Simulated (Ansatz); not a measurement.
The slab is Si(111) 1x1 surface, 6 top atoms, 3 bilayers, bottom bilayer H-capped and fixed, every top atom capped by F; cell 11.5 x 6.6 Å; about 7 Å thick over the host's atoms, 18 atoms held. The numbers are results of PBE-D3(BJ) (plane waves to 420 eV, PAW; Ansatz, an electronic-structure program), not measurements. k mesh 1 x 2 x 1. Some slab states were started with spin and the others were run without it. Slab thickness, cell and mesh are as stated and are not converged limits. Energies are static: no zero-point or thermal part. Each state was relaxed from one prepared geometry.

One O a cell is brought to Si(111):F. Relaxed result near the molecule:

```csv
atom,x (Å),y (Å),z (Å)
Si(17),5.639,3.243,9.496
Si(32),7.668,7.089,9.736
Si(33),9.696,3.243,9.495
Si(35),7.668,4.197,8.883
F(46),7.669,7.766,11.192
O(b0),7.668,5.474,9.953
```

**Question.** What is the adsorption energy against the free O and the slab before, and how much of it is dispersion?

**Answer.** -6.28 eV (negative: bound); the D3 term gives -0.12 eV of it, the free O being spin-polarised. Bonds to the surface: Si(32)-O(b0) 1.63 Å, Si(35)-O(b0) 1.67 Å.

This adsorbed start lies 0.43 eV over the lowest one found with the same atoms.
